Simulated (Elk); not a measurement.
# A self-consistent single point of CsLiBr₂ (P4/nmm, 8 atoms in the cell) with Elk

Computed with LDA (PW92), all-electron FP-LAPW, Elk's shipped species files, default APW+lo basis in Elk.

Input:

```
tasks
  0

stype
  0

swidth
  0.0001

maxscl
  100

avec
    9.7911245860    0.0000000000    0.0000000000
    0.0000000000    9.7911245860    0.0000000000
    0.0000000000    0.0000000000   18.7650938011

sppath
  './'

atoms
  3
  'Cs.in'
  2
  0.0000000000  0.5000000000  0.3000300000    0.0 0.0 0.0
  0.5000000000  0.0000000000  0.6999700000    0.0 0.0 0.0
  'Li.in'
  2
  0.5000000000  0.0000000000  0.0824800000    0.0 0.0 0.0
  0.0000000000  0.5000000000  0.9175200000    0.0 0.0 0.0
  'Br.in'
  4
  0.0000000000  0.5000000000  0.6659200000    0.0 0.0 0.0
  0.5000000000  0.0000000000  0.3340800000    0.0 0.0 0.0
  0.0000000000  0.0000000000  0.0000000000    0.0 0.0 0.0
  0.5000000000  0.5000000000  0.0000000000    0.0 0.0 0.0

ngridk
  3 3 2
```

The program printed (abridged):

```
│ Elk code version 10.2.4 │

All units are atomic (Hartree, Bohr, etc.)

│ Ground-state run starting from atomic densities │

Lattice vectors :
   9.791124586       0.000000000       0.000000000
   0.000000000       9.791124586       0.000000000
   0.000000000       0.000000000       18.76509380

Unit cell volume      :    1798.936747
Brillouin zone volume :   0.1378871236

Muffin-tin inner radius fraction :   0.1000000000E-01

Nuclei treated as point charges

Species :    1 (Cs)
 parameters loaded from : Cs.in
 name : caesium
 nuclear charge    :   -55.00000000
 electronic charge :    55.00000000
 atomic mass :    242271.8144
 muffin-tin radius :    2.800000000
 number of radial points in muffin-tin :    697
 atomic positions (lattice), magnetic fields (Cartesian) :
   1 :   0.25000000  0.25000000  0.30003000    0.00000000  0.00000000  0.00000000
   2 :  -0.25000000 -0.25000000 -0.30003000    0.00000000  0.00000000  0.00000000

Species :    2 (Li)
 parameters loaded from : Li.in
 name : lithium
 nuclear charge    :   -3.000000000
 electronic charge :    3.000000000
 atomic mass :    12652.66897
 muffin-tin radius :    1.800000000
 number of radial points in muffin-tin :    297
 atomic positions (lattice), magnetic fields (Cartesian) :
   1 :  -0.25000000 -0.25000000  0.08248000    0.00000000  0.00000000  0.00000000
   2 :   0.25000000  0.25000000 -0.08248000    0.00000000  0.00000000  0.00000000

Species :    3 (Br)
 parameters loaded from : Br.in
 name : bromine
 nuclear charge    :   -35.00000000
 electronic charge :    35.00000000
 atomic mass :    145656.0815
 muffin-tin radius :    2.400000000
 number of radial points in muffin-tin :    497
 atomic positions (lattice), magnetic fields (Cartesian) :
   1 :   0.25000000  0.25000000 -0.33408000    0.00000000  0.00000000  0.00000000
   2 :  -0.25000000 -0.25000000  0.33408000    0.00000000  0.00000000  0.00000000
   [... lines left out ...]
Maximum |G| for potential and density :    12.00000000
 potential will be trimmed for |G| > 2 gkmax
Constant for pseudocharge density :    8
Radial integration step length :    4

G-vector grid sizes :     40    40    72
Number of G-vectors :    52443

Maximum angular momentum used for
 APW functions                      :    8
 outer part of muffin-tin           :    6
 inner part of muffin-tin           :    1

Total nuclear charge    :   -256.0000000
Total core charge       :    144.0000000
Total valence charge    :    112.0000000
Total excess charge     :    0.000000000
Total electronic charge :    256.0000000

Effective Wigner radius, rₛ :    1.188217031

Number of empty states         :   32
Total number of valence states :   88
Total number of core states    :  144

Total number of local-orbitals :  106

Exchange-correlation functional :      3     0     0
 Perdew-Wang/Ceperley-Alder, Phys. Rev. B 45, 13244 (1992)
 gradient requirement :    0
 local density approximation (LDA)

Smearing type :    0
 Gaussian
Smearing width :   0.1000000000E-03
Effective electronic temperature (K) :    31.57750248

Mixing type :    3
 Broyden mixing, J. Phys. A: Math. Gen. 17, L317 (1984)

Kohn-Sham potential initialised from atomic data
│ Self-consistent loop started │
│ Loop number : 1 │
 total energy                :     -26021.1898869
│ Loop number : 2 │
 total energy                :     -26020.9577642
RMS change in Kohn-Sham potential (target) :   0.8528283030E-01 (  0.1000000000E-05)
Absolute change in total energy (target)   :   0.2321226736     (  0.1000000000E-03)
│ Loop number : 3 │
 total energy                :     -26018.9002837
RMS change in Kohn-Sham potential (target) :   0.7698213594E-01 (  0.1000000000E-05)
Absolute change in total energy (target)   :    2.115511167     (  0.1000000000E-03)
│ Loop number : 4 │
 total energy                :     -26012.7644343
RMS change in Kohn-Sham potential (target) :   0.5553365189E-01 (  0.1000000000E-05)
Absolute change in total energy (target)   :    6.664727151     (  0.1000000000E-03)
│ Loop number : 5 │
 total energy                :     -26003.3605382
RMS change in Kohn-Sham potential (target) :   0.2208328834E-01 (  0.1000000000E-05)
Absolute change in total energy (target)   :    11.07007790     (  0.1000000000E-03)
   [... lines left out ...]
Absolute change in total energy (target)   :   0.1373450829E-01 (  0.1000000000E-03)
│ Loop number : 12 │
 total energy                :     -25997.1626774
RMS change in Kohn-Sham potential (target) :   0.5720978754E-06 (  0.1000000000E-05)
Absolute change in total energy (target)   :   0.3408316519E-02 (  0.1000000000E-03)
│ Loop number : 13 │
 total energy                :     -25997.1627933
RMS change in Kohn-Sham potential (target) :   0.4890703185E-06 (  0.1000000000E-05)
Absolute change in total energy (target)   :   0.7361158350E-03 (  0.1000000000E-03)
│ Loop number : 14 │
 total energy                :     -25997.1627979
RMS change in Kohn-Sham potential (target) :   0.1637642081E-06 (  0.1000000000E-05)
Absolute change in total energy (target)   :   0.1794607379E-03 (  0.1000000000E-03)
│ Loop number : 15 │
 total energy                :     -25997.1628194
RMS change in Kohn-Sham potential (target) :   0.4274804255E-07 (  0.1000000000E-05)
Absolute change in total energy (target)   :   0.2339715502E-04 (  0.1000000000E-03)
Convergence targets achieved

│ Loop number : 16 │

Energies :
 Fermi                       :     0.158595516738E-01
 sum of eigenvalues          :     -15620.7723706
 electron kinetic            :      27261.4737429
 core electron kinetic       :      25817.9570715
 Coulomb                     :     -52526.0425989
 Coulomb potential           :     -41911.0949408
 nuclear-nuclear             :     -2043.21642168
 electron-nuclear            :     -59054.5574136
 Hartree                     :      8571.73123643
 Madelung                    :     -31570.4951285
 xc potential                :     -971.151172710
 exchange                    :     -708.919071614
 correlation                 :     -23.6748879333
 total energy                :     -25997.1628155

Density of states at Fermi energy :   0.9023593633E-05
 (states/Hartree/unit cell)

Estimated indirect band gap :   0.1488502697
 from k-point      3 to k-point      1
Estimated direct band gap   :   0.1554887079
 at k-point      1

Charges :
 core                        :    144.0000000
 valence                     :    112.0000000
 interstitial                :    11.74590150
 muffin-tins (core leakage)
  species :    1 (Cs)
   atom    1                 :    52.99972779     (  0.1255780706E-04)
   atom    2                 :    52.99972779     (  0.1255780706E-04)
  species :    2 (Li)
   atom    1                 :    2.108851122     (   0.000000000    )
   atom    2                 :    2.108851122     (   0.000000000    )
  species :    3 (Br)
   atom    1                 :    33.50295638     (  0.2376675933E-04)
   atom    2                 :    33.50295638     (  0.2376675933E-04)
   atom    3                 :    33.51551396     (  0.2378948295E-04)
   atom    4                 :    33.51551396     (  0.2378948295E-04)
 total in muffin-tins        :    244.2540985
 total calculated charge     :    255.9547132
 total charge                :    256.0000000
 error                       :   0.4528682635E-01

│ Self-consistent loop stopped │
```

The run converged in 16 iterations. The count includes the last loop, which Elk runs after its targets are met.

The starting cell comes from a database of computed structures (which also holds hypothetical and non-ambient phases and stackings), without a prior relaxation at this level. Values depend on the basis (sphere radii, cutoffs, local orbitals), which need not be converged.

Cost on one core of a shared machine: roughly 50 s.
